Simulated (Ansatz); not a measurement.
F on the C site (F_C) in 4H silicon carbide (start: the C(k) site; 96-site cell, 2×2×2 shifted sampling). Level of theory: PBE, PAW (plane waves to 420 eV; Ansatz, a first-principles code). Total energies of the localised charge states, counted from that of charge +3, and their image corrections (point charge with alignment); the host's valence-band maximum lies at 9.362 eV on the cells' energy zero and its gap is 2.23 eV.

| charge | moment (μB) | E − E(first) (eV) | correction (eV) |
|---|---|---|---|
| +3 | not spin-polarised | 0.000 | 1.471 |
| +2 | 1.0 | 10.677 | 0.668 |
| +1 | not spin-polarised | 21.141 | 0.169 |

Task: Derive the transition levels above the valence-band maximum and say which of them are thermodynamic.

Result: A level is the Fermi energy at which two charges have equal formation energy: ε(q/q′) = [E(q′) + corr(q′) − E(q) − corr(q)] / (q − q′) − E_VBM.
ε(+3/+2) = [(10.677 + 0.668) − (0.000 + 1.471)] / 1 − 9.362 = 0.51 eV
ε(+2/+1) = [(21.141 + 0.169) − (10.677 + 0.668)] / 1 − 9.362 = 0.60 eV
Thermodynamic levels at least 0.1 eV inside the gap: (+3/+2) at 0.51 eV; (+2/+1) at 0.60 eV. Corrections reach 1.47 eV, so the outer levels may be off by several tenths of an eV. Only the charges listed were compared. At charge 0 the carrier sat in host band states, shallow at most. At charge −1 the carrier sat in host band states, shallow at most. Flagged in the runs: a host whose relaxation on this sampling wasn't shown to rest, a strain field that reaches the edge of the cell.
